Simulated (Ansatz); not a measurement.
The reference is HgSe in the zinc blende structure (space group F-43m, No. 216; a = 6.133 Å).

Levels (all Ansatz, an electronic-structure program, PAW): PBEsol (420 eV, without spin-orbit coupling); PBEsol+SOC (420 eV, noncollinear with spin-orbit coupling).

The geometry is relaxed with PBEsol.

| Property | Value |
|---|---|
| PBEsol pressure | 0.0 GPa |

Question: Predict the pressure from PBEsol+SOC.

Answer: The pressure goes from zero to -0.6 GPa.

Single points use the geometry relaxed with PBEsol. The spin-orbit shifts are approximate. Stability against distortions was not tested. The runs without spin-orbit coupling are not spin-polarised.
